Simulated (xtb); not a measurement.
xtb 6.7.1, GFN1-xTB: Hf(S)(F)(OMe) (C[O][Hf]([F])=[S]), 8 atoms. The geometry is a generated start, not checked to be a minimum at this level.

```json
{
  "method": "GFN1-xTB",
  "--acc": "1 (default)",
  "--etemp (K)": "300 (default)",
  "detailed input (--input)": "none: ANC optimiser, Lindh (1995) Hessian, microcycle=20, maxdispl=1.0, hlow=0.01 (default)",
  "basis_functions": "38",
  "valence_electrons": "30"
}
```

```xyz
8

Hf     0.8378     1.2268     0.5356
S      1.7245     3.2049    -0.1162
F     -0.7715     1.4235     1.5124
O      0.5632    -0.2073    -0.6427
C     -0.3984    -1.2127    -0.3699
H     -1.0156    -1.3680    -1.2610
H      0.1075    -2.1555    -0.1262
H     -1.0475    -0.9116     0.4681
```

Charge 0 and multiplicity 1 are set for this test and not shown to be the ground state.

The structure is relaxed from this start with --opt LEVEL for the levels crude, sloppy, loose, lax, normal, tight, vtight, extreme, once each. Up to the end of the extreme run atoms move by at most 1.0 Å along an axis.

Question: What is the loosest level that ends within 20 meV of the extreme run, and how many cycles does it take?

Answer: sloppy: 20 cycles against 33, ending 2.5 meV above.

| level | cycles | energy above the extreme run (meV) | gradient norm (eV/Å) |
|---|---|---|---|
| crude | 6 | 120 | 0.39 |
| sloppy | 20 | 2.5 | 0.19 |
| loose | 20 | 2.5 | 0.19 |
| lax | 24 | 0.40 | 0.037 |
| normal | 26 | 0.12 | 0.022 |
| tight | 29 | 0.025 | 0.0093 |
| vtight | 32 | under 0.01 | 0.0028 |
| extreme | 33 | — | 0.0013 |
